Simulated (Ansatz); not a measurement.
## A computed series for hypothetical CsCl type FeAs: response to strain

Take FeAs in the CsCl type structure (space group Pm-3m, No. 221; ferromagnetic; a hypothetical phase, not in the database extracts checked; relaxed with 0.1 eV smearing) as the base.

```xyz
2
Lattice="2.9046 0.0000 0.0000 0.0000 2.9046 0.0000 0.0000 0.0000 2.9046" Properties=species:S:1:pos:R:3 pbc="T T T"
Fe     0.0000     0.0000     0.0000
As     1.4523     1.4523     1.4523
```

Cartesian axes are those of the cell as printed.

Strains are applied to the cell and any free atomic positions relax; under biaxial strain the out-of-plane vector relaxes too.

All numbers come from plane-wave PAW DFT at the PBEsol level (Ansatz, a program for electronic structure, 420 eV), scalar-relativistic without spin-orbit coupling.

Candidates:
(a) biaxial strain +1.72 %, plane normal [001], relaxed out of plane
(b) uniaxial strain ε_xx = +5.34 %
(c) isotropic strain +3.06 %
(d) biaxial strain +2.02 %, plane normal [110], relaxed out of plane

Notes on the quantities. energy relative to the base: free energy F.

Task: Order them by energy relative to the base, highest first.

Result: (c) isotropic strain +3.06 % (+40 meV/atom), (b) uniaxial strain ε_xx = +5.34 % (+26 meV/atom), (d) biaxial strain +2.02 %, plane normal [110], relaxed out of plane (+7.6 meV/atom), (a) biaxial strain +1.72 %, plane normal [001], relaxed out of plane (+6.6 meV/atom)

The magnetic state is the one reached from the starting moments; the real material's order can differ, and small cells can't hold many antiferromagnetic ones. No phonon test of stability was made.
